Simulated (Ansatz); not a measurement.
Sb2O3 (Fd-3m, No. 227), treated with PBE0 (PAW; Ansatz, a first-principles code).

Run with plane-wave cutoff 500 eV, 4×4×4 k mesh, gaussian smearing 0.02 eV, scalar-relativistic PAW data made under PBE.

Cell (relaxed with r²SCAN):

```cif
data_O12Sb8
_chemical_formula_sum 'Sb8 O12'
_space_group_name_H-M_alt 'P 1'
_space_group_IT_number 1
_cell_length_a 7.98910
_cell_length_b 7.98910
_cell_length_c 7.98910
_cell_angle_alpha 60.000
_cell_angle_beta 60.000
_cell_angle_gamma 60.000
loop_
_space_group_symop_operation_xyz
  'x, y, z'
loop_
_atom_site_label
_atom_site_type_symbol
_atom_site_fract_x
_atom_site_fract_y
_atom_site_fract_z
_atom_site_occupancy
Sb1 Sb 0.36344 0.36344 0.36344 1
Sb2 Sb 0.34033 0.88656 0.88656 1
Sb3 Sb 0.36344 0.36344 0.90967 1
Sb4 Sb 0.88656 0.34033 0.88656 1
Sb5 Sb 0.90967 0.36344 0.36344 1
Sb6 Sb 0.88656 0.88656 0.88656 1
Sb7 Sb 0.36344 0.90967 0.36344 1
Sb8 Sb 0.88656 0.88656 0.34033 1
O1 O 0.06574 0.43426 0.43426 1
O2 O 0.18426 0.81574 0.18426 1
O3 O 0.43426 0.06574 0.06574 1
O4 O 0.81574 0.18426 0.81574 1
O5 O 0.43426 0.06574 0.43426 1
O6 O 0.18426 0.18426 0.81574 1
O7 O 0.06574 0.43426 0.06574 1
O8 O 0.81574 0.81574 0.18426 1
O9 O 0.18426 0.81574 0.81574 1
O10 O 0.43426 0.43426 0.06574 1
O11 O 0.81574 0.18426 0.18426 1
O12 O 0.06574 0.06574 0.43426 1
```

Task: Predict the band gap.

Result: 
band gap: 5.05 eV (on the SCF k mesh)

Note: cell and atoms aren't relaxed at this level (largest force component 0.16 eV/Å, pressure -0.7 GPa).

Spin–orbit coupling is not included.

Computing time: roughly 19 core-minutes.
